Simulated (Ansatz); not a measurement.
We consider CsPbCl₃ (within 0.1 Å of Pm-3m, No. 221, 5 atoms in the cell; start mp-675022), described by HSE06 in Ansatz (plane waves, PAW).

Run with plane-wave cutoff 460 eV, 4×4×4 k mesh, Fermi–Dirac smearing 0.01 eV, scalar-relativistic PAW data made under PBE.

Cell (relaxed with PBEsol):

```
CELL_PARAMETERS angstrom
      3.97318     2.29392     3.24377
     -3.97318     2.29392     3.24377
      0.00000    -4.58784     3.24377
ATOMIC_POSITIONS crystal
  Cs 0.50000 0.50000 0.50000
  Pb 0.00000 0.00000 0.00000
  Cl 0.50000 0.00017 0.99983
  Cl 0.99983 0.50000 0.00017
  Cl 0.00017 0.99983 0.50000
```

Question: Estimate the band gap and Γ–Γ gap that the calculation returns.

Answer: 
- band gap = 2.64 eV (on the SCF k mesh)
- Γ–Γ gap = 7.14 eV

Note: cell and atoms aren't relaxed at this level (pressure 1.2 GPa).

Spin–orbit coupling is not included; with these elements it can move the gap by several tenths of an eV or more.

The computed numbers hold no vibrational or temperature effects.

Cost on a shared machine: around 4 core-minutes (rough).

A start named mp-… is a Materials Project structure, which need not be a measured phase.

Ansatz is a first-principles code.
